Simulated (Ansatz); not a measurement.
Take PtSe2 in the CdI2 type structure (space group P-3m1, No. 164; a = 3.772 Å, c = 4.818 Å; layered) as the base.

All numbers come from DFT with PBE-D3(BJ), PAW potentials and a 420 eV plane-wave cutoff in Ansatz (a program for electronic structure), no spin-orbit coupling.

One change was made to it. Results:

The c/a ratio decreases by 0.063 to 1.214; the lattice parameter a drops by 0.0446 Å, from 3.772 Å to 3.728 Å.

Task: What was done to the base?
A) pressure −2 GPa
B) pressure 1.5 GPa
C) pressure 7.5 GPa
D) pressure −1 GPa

Result: C, pressure 7.5 GPa. For comparison, the lattice parameter a in the other runs: pressure −2 GPa gives 3.782 Å; pressure 1.5 GPa gives 3.763 Å; pressure −1 GPa gives 3.778 Å.

Load acts through the strain it causes; cell and atoms are relaxed under it. No phonon test of stability was made. No other phases were tried under pressure. All final runs are without spin polarisation.
